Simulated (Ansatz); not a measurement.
## The (22-41) surface of hcp Zr in its 1x1 cell, outermost plane spacing 0.40 Å in the ideal cut

The numbers are results of PBE (plane waves to 420 eV, PAW; Ansatz, an electronic-structure program), not measurements.

Model: 27-atom slab, 10.4 Å thick at the start (thin: gaps and levels are the slab's own), 7x4x1 mesh, Fermi-Dirac 0.1 eV, dipole correction, all atoms relaxed; start symmetry kept, larger cells not searched; no spin, no spin-orbit, no U.

The work function of the top face comes out as 3.27 eV, the energy released by relaxation comes out as 1.01 eV and the cost comes out as about 50 core-minutes (a rough figure).
